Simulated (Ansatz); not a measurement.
Ni on the Si site in 4H silicon carbide (start: the Si(h) site; 96-site cell, 2×2×2 shifted sampling). All values below come from PBE, PAW (plane waves to 420 eV; Ansatz, a first-principles code). Total energies of the localised charge states, counted from that of charge +1, and their image corrections (point charge with alignment); the host's valence-band maximum lies at 9.362 eV on the cells' energy zero and its gap is 2.23 eV.

| charge | moment (μB) | E − E(first) (eV) | correction (eV) |
|---|---|---|---|
| +1 | 1.0 | 0.000 | 0.188 |
| 0 | 2.0 | 9.884 | 0.000 |
| −1 | 3.0 | 19.941 | 0.136 |
| −2 | 2.0 | 30.803 | 0.615 |

**Question.** Derive the transition levels above the valence-band maximum and say which of them are thermodynamic.

**Answer.** A level is the Fermi energy at which two charges have equal formation energy: ε(q/q′) = [E(q′) + corr(q′) − E(q) − corr(q)] / (q − q′) − E_VBM.
ε(+1/0) = [(9.884 + 0.000) − (0.000 + 0.188)] / 1 − 9.362 = 0.33 eV
ε(0/−1) = [(19.941 + 0.136) − (9.884 + 0.000)] / 1 − 9.362 = 0.83 eV
ε(−1/−2) = [(30.803 + 0.615) − (19.941 + 0.136)] / 1 − 9.362 = 1.98 eV
Thermodynamic levels at least 0.1 eV inside the gap: (+1/0) at 0.33 eV; (0/−1) at 0.83 eV; (−1/−2) at 1.98 eV. They hold to tenths of an eV in this cell. Only the charges listed were compared. Flagged in the runs: a host whose relaxation on this sampling wasn't shown to rest.
